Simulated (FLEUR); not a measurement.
FLEUR run on Ti2SnC (P6_3/mmc, 8 atoms in the cell): self-consistent single point.

Level of theory: FLEUR with PBEsol, all-electron FLAPW (FLEUR), scalar-relativistic valence.

The change in words: lattice scaled by 0.98. Reference geometry:
```yaml
crystal:
  lattice:
    - [3.12262, 0.00000, 0.00000]
    - [-1.56131, 2.70427, 0.00000]
    - [0.00000, 0.00000, 13.48977]
  atoms:
    - { symbol: Ti, position: [0.33333, 0.66667, 0.08134] }
    - { symbol: Ti, position: [0.66667, 0.33333, 0.91866] }
    - { symbol: Ti, position: [0.66667, 0.33333, 0.58134] }
    - { symbol: Ti, position: [0.33333, 0.66667, 0.41866] }
    - { symbol: Sn, position: [0.33333, 0.66667, 0.75000] }
    - { symbol: Sn, position: [0.66667, 0.33333, 0.25000] }
    - { symbol: C, position: [0.00000, 0.00000, 0.00000] }
    - { symbol: C, position: [0.00000, 0.00000, 0.50000] }
```

Reference input (self-consistent single point, DFT, PBEsol, all-electron FLAPW (FLEUR), scalar-relativistic valence): Kmax = 4.5 1/bohr; GmaxXC = 15.8 1/bohr; xcFunctional = PBEs; jspins = 1; l_soc = F; mode = hist; fermiSmearingEnergy = 0.00183747 Htr; mesh (inpgen div1-3) = 8 8 2; inpgen gamma flag = true; Gmax = 15.8 1/bohr; numbands = 0; maxIterBroyd = 99. This run's input differs from it in these lines:

```diff
@@ -3,6 +3,6 @@
 &input film=f /
-1.0000000000 0.0000000650 0.0000000000
--0.5000000563 0.8660253713 0.0000000000
-0.0000000000 0.0000000000 4.3200210345
-5.9008913058
+1.0000000000 0.0000000655 0.0000000000
+-0.5000000567 0.8660253710 0.0000000000
+0.0000000000 0.0000000000 4.3200206775
+5.7828741501
 1.0 1.0 1.0
@@ -50,5 +50,5 @@
          <bravaisMatrix>
-            <row-1>    5.9008913058000001     0.0000003835579349     0.0000000000000000</row-1>
-            <row-2>   -2.9504459851201807     5.1103215841063871     0.0000000000000000</row-2>
-            <row-3>    0.0000000000000000     0.0000000000000000    25.4919745633541730</row-3>
+            <row-1>    5.7828741500999996     0.0000003787782568     0.0000000000000000</row-1>
+            <row-2>   -2.8914374029389642     5.0081157312866615     0.0000000000000000</row-2>
+            <row-3>    0.0000000000000000     0.0000000000000000    24.9821359038122353</row-3>
          </bravaisMatrix>
```

Output (repeated stretches shortened):

```
 Iteration:     1   Distance:      23.34020689 me/bohr^3
 Iteration:     2   Distance:      18.74847967 me/bohr^3
 Iteration:     3   Distance:       8.86809132 me/bohr^3
 Iteration:     4   Distance:       6.40373019 me/bohr^3
 Iteration:     5   Distance:       4.94155570 me/bohr^3
   [... 9 lines left out ...]
 Iteration:    15   Distance:       0.00076446 me/bohr^3
 Iteration:    16   Distance:       0.00024866 me/bohr^3
 Iteration:    17   Distance:       0.00002336 me/bohr^3
 Iteration:    18   Distance:       0.00000948 me/bohr^3
 Reset of history
 Run finished successfully
 Stop message:
   Structural relaxation: new displacements generated

[file out, last iteration]
             iter=     19
[...]
          total density-effective poten   -2.5972276042E+04
          total charge density-energy d   -5.0111242591E+02
 Updated energy parameters for spin:           1
[...]
 fermi energy and band-weighting factors:

[...]
FERMIE:
          first approx. to ef    (T=0)  :   0.473011 htr   (energy of the highest occ. eigenvalue)
          number of occ. states  (T=0)  :        834
          first approx. to seigv (T=0)  : -27.242613 htr
          sum of weights of occ. states :  42.031250
          sum of semicore charge        :   0.000000 e
FERHIS:  Fermi-Energy by histogram:
          bandgap                     :   0.001948 htr
   [... lines left out ...]
          charge neutrality (T=0)     :   0.062500    (zero if the highest occ. eigenvalue is "entirely" occupied)
     EF_NEWTON:  Adjust Fermi-Energy by Newton-Method.
 Direct bandgap for spin            1 :    8.1445788605271074E-003  Htr
 ---->    free energy=                    -15840.4049456451 htr
   [... lines left out ...]
 TOTAL FORCE FOR ATOM TYPE=  1  X=  2.891   Y= -1.669   Z=  2.032
                       FX_TOT= 0.000000 FY_TOT= 0.000000 FZ_TOT= 0.010932
 TOTAL FORCE FOR ATOM TYPE=  2  X=  2.891   Y= -1.669   Z= -6.246
                       FX_TOT= 0.000000 FY_TOT= 0.000000 FZ_TOT= 0.000000
 TOTAL FORCE FOR ATOM TYPE=  3  X=  0.000   Y=  0.000   Z=  0.000
                       FX_TOT= 0.000000 FY_TOT= 0.000000 FZ_TOT= 0.000000
```

The run converged in 18 iterations. FLEUR gives forces in its relaxation mode, with a further iteration, so its stop message speaks of a relaxation. Against the reference run the free energy goes up by 51.1 meV/atom and the largest force goes from 0.011 to 0.562 eV/Å.

The starting cell comes from a database of computed structures (which also holds hypothetical and non-ambient phases and stackings), without a prior relaxation at this level. Its lattice was rescaled by a random factor within 2.5 % of one. For this run, on top of that: lattice scaled by 0.98. Spin polarisation is off. Values depend on the basis (sphere radii, cutoffs, local orbitals), which need not be converged. The log's line on a gap gives a spacing of levels on this mesh, which the program prints for metals too.

Cost on one core of a shared machine: roughly 5 min.
